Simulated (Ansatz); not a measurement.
## TiO2 under a change: pressure 1.5 GPa

The parent structure is TiO2 in the anatase structure (space group I4_1/amd, No. 141; a = 3.778 Å, c = 9.589 Å).

One thing is altered: cell and atoms relaxed at a pressure of 1.5 GPa.

Computed with plane-wave PAW DFT at the r2SCAN level (Ansatz, a quantum-chemistry and plane-wave program, 500 eV), no spin-orbit coupling, earlier PAW set. Settings: 12×12×12 k-points, 0.05 eV Fermi–Dirac smearing.

The volume per atom shrinks by 0.09 Å³ to 11.32 Å³ and the density goes up by 0.03 g/cm³ to 3.91 g/cm³. The lattice parameter a drops by 0.005 Å to 3.773 Å and the c/a ratio falls by 0.0095, from 2.538 to 2.529. The enthalpy H = E + PV relative to the base's energy amounts to +0.11 eV/atom and the band gap stays 2.53 eV. The gap character is still indirect, Γ–X (87 % along) → Γ and the smallest direct gap rises by 0.01 eV (2.87 eV → 2.88 eV). The width of the top valence band stays essentially unchanged (0.86 eV against 0.87 eV).

Load acts through the strain it causes; cell and atoms are relaxed under it. No phonon test of stability was made. The final runs are not spin-polarised.
